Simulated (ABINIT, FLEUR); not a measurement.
A FLEUR input for a self-consistent single point of YB₂ (P6/mmm, 3 atoms in the cell) (DFT, PBEsol, all-electron FLAPW (FLEUR), scalar-relativistic valence):

Input of the input generator:

```
YB2
&input film=f /
3.2348230608 0.0000002359 0.0000000000
-1.6174117347 2.8014388294 0.0000000000
0.0000000000 0.0000000000 3.7852500000
1.8897261246
1.0 1.0 1.0

3
39 0.0000000000 0.0000000000 0.0000000000
5 0.3333333333 0.6666666667 0.5000000000
5 0.6666666667 0.3333333333 0.5000000000

&comp jspins=1 /
&exco xctyp='PBEs' /
&kpt div1=8 div2=8 div3=6 gamma=t /
&end /
```

```xml
<?xml version="1.0" encoding="UTF-8" standalone="no"?>
<fleurInput fleurInputVersion="0.39">
   <comment>
      YB2                                                                                                 
   </comment>
   <calculationSetup>
      <cutoffs Kmax="3.8" Gmax="11.4" GmaxXC="11.4" numbands="0"/>
      <scfLoop itmax="80" minDistance="0.00001" maxIterBroyd="99" imix="Anderson" alpha="0.05" precondParam="0.0" spinf="2.0"/>
      <coreElectrons ctail="T" frcor="F" kcrel="0" coretail_lmax="0"/>
      <xcFunctional name="PBEs" relativisticCorrections="F"/>
      <magnetism jspins="1"/>
      <soc l_soc="F" theta="0.0" phi="0.0" spav="F"/>
      <expertModes spex="0" secvar="F"/>
      <geometryOptimization l_f="T" forcealpha="1.0" forcemix="BFGS" epsdisp="0.00001" epsforce="0.00001"/>
      <ldaU l_linMix="F" mixParam="0.05" spinf="1.0"/>
   </calculationSetup>
   <cell>
      <bzIntegration valenceElectrons="17.0" mode="hist" fermiSmearingEnergy="0.00367493">
         <kPointListSelection listName="default-1"/>
         <!-- k-points included here -->
         <xi:include xmlns:xi="http://www.w3.org/2001/XInclude" href="kpts.xml"> </xi:include>
      </bzIntegration>
      <!-- symmetry operations included here -->
      <xi:include xmlns:xi="http://www.w3.org/2001/XInclude" href="sym.xml"> </xi:include>
      <bulkLattice scale="1.0">
         <bravaisMatrix>
            <row-1>    6.1129296464522938     0.0000004457863928     0.0000000000000000</row-1>
            <row-2>   -3.0564652092971945     5.2939521423860221     0.0000000000000000</row-2>
            <row-3>    0.0000000000000000     0.0000000000000000     7.1530858131421500</row-3>
         </bravaisMatrix>
      </bulkLattice>
   </cell>
   <atomSpecies>
      <species name="Yttrium (Y)" element="Y" atomicNumber="39">
         <mtSphere radius="2.68" gridPoints="925" logIncrement="0.014"/>
         <atomicCutoffs lmax="10" lnonsphr="8"/>
         <electronConfig flipSpins="F">
            <coreConfig>(1s1/2) (2s1/2) (2p1/2) (2p3/2) (3s1/2) (3p1/2) (3p3/2) (3d3/2) (3d5/2)</coreConfig>
            <valenceConfig>(4s1/2) (4p1/2) (4p3/2) (5s1/2) (4d3/2) (4d5/2)</valenceConfig>
            <stateOccupation state="(4d3/2)" spinUp="0.2" spinDown="0.2"/>
            <stateOccupation state="(4d5/2)" spinUp="0.3" spinDown="0.3"/>
         </electronConfig>
         <energyParameters s="5" p="5" d="4" f="4"/>
         <lo type="SCLO" l="0" n="4" eDeriv="0"/>
         <lo type="SCLO" l="1" n="4" eDeriv="0"/>
      </species>
      <species name="Boron (B)" element="B" atomicNumber="5">
         <mtSphere radius="1.68" gridPoints="583" logIncrement="0.018"/>
         <atomicCutoffs lmax="6" lnonsphr="4"/>
         <electronConfig flipSpins="F">
            <coreConfig>(1s1/2)</coreConfig>
            <valenceConfig>(2s1/2) (2p1/2) (2p3/2)</valenceConfig>
            <stateOccupation state="(2p1/2)" spinUp="0.1666666666667" spinDown="0.1666666666667"/>
            <stateOccupation state="(2p3/2)" spinUp="0.3333333333333" spinDown="0.3333333333333"/>
         </electronConfig>
         <energyParameters s="2" p="2" d="3" f="4"/>
      </species>
   </atomSpecies>
   <atomGroups>
      <atomGroup species="Yttrium (Y)">
         <relPos label="                   1">.0000000000 .0000000000 .0000000000</relPos>
         <force calculate="T" relaxXYZ="TTT"/>
      </atomGroup>
      <atomGroup species="Boron (B)">
         <relPos label="                   2">1.000/3.000 -1.000/3.000 1.000/2.000</relPos>
         <relPos label="                   3">-1.000/3.000 1.000/3.000 1.000/2.000</relPos>
         <force calculate="T" relaxXYZ="TTT"/>
      </atomGroup>
   </atomGroups>
   <output dos="F" band="F" slice="F">
      <checks vchk="F" cdinf="F"/>
      <bandDOS minEnergy="-.5*Htr" maxEnergy="0.5*Htr" sigma="0.015" storeEVData="T"/>
      <vacuumDOS vacdos="F" integ="F" star="F" nstars="0" locx1="0.0" locy1="0.0" locx2="0.0" locy2="0.0" nstm="0" tworkf="0.0"/>
      <unfoldingBand unfoldBand="F" supercellX="1" supercellY="1" supercellZ="1"/>
      <plotting iplot="0" polar="F">
         <plot TwoD="T" vec1="  1.0  0.0  0.0" vec2="  0.0  1.0  0.0" vec3="  0.0  0.0  1.0" zero="  0.0  0.0  0.0" file="plot"/>
      </plotting>
      <chargeDensitySlicing numkpt="0" minEigenval="0.0" maxEigenval="0.0" nnne="0" pallst="F"/>
      <specialOutput eonly="F"/>
      <magneticCircularDichroism mcd="F" energyLo="-10.0" energyUp="0.0"/>
   </output>
  <!-- We include the file relax.xml here to enable relaxations (see documentation) -->
  <xi:include xmlns:xi="http://www.w3.org/2001/XInclude" href="relax.xml"> <xi:fallback/> </xi:include>
</fleurInput>
```

Question: Give the ABINIT input for the same structure, mesh, smearing and functional.

Answer: One input that does it (others would too):

```
# YB2, JTH v2.0 PBE PAW
pp_dirpath "./"
pseudos "Y.GGA_PBE-JTH.xml, B.GGA_PBE-JTH.xml"
acell 3*1.0
rprim
         6.1129296465    0.0000004458    0.0000000000
        -3.0564652093    5.2939521425    0.0000000000
         0.0000000000    0.0000000000    7.1530858132
natom 3
ntypat 2
znucl 39 5
typat 1 2 2
xred
         0.0000000000    0.0000000000    0.0000000000
         0.3333333333    0.6666666667    0.5000000000
         0.6666666667    0.3333333333    0.5000000000
ecut 20
pawecutdg 40
pawxcdev 0
ixc -116133
occopt 3
tsmear 0.00367493
nband 14
kptopt 1
ngkpt 8 8 6
nshiftk 1
shiftk 0 0 0
nstep 100
tolvrs 1.0e-11
prtwf 0
prtden 0
```

Basis, cutoffs, solver keys and any potentials are the target program's own. This input uses DFT, PBEsol, plane waves, PAW (JTH v2.0 PBE PAW, files made for PBE).

The starting cell comes from a database of computed structures (which also holds hypothetical and non-ambient phases and stackings), without a prior relaxation at this level. For this run, on top of that: lattice scaled by 0.98.
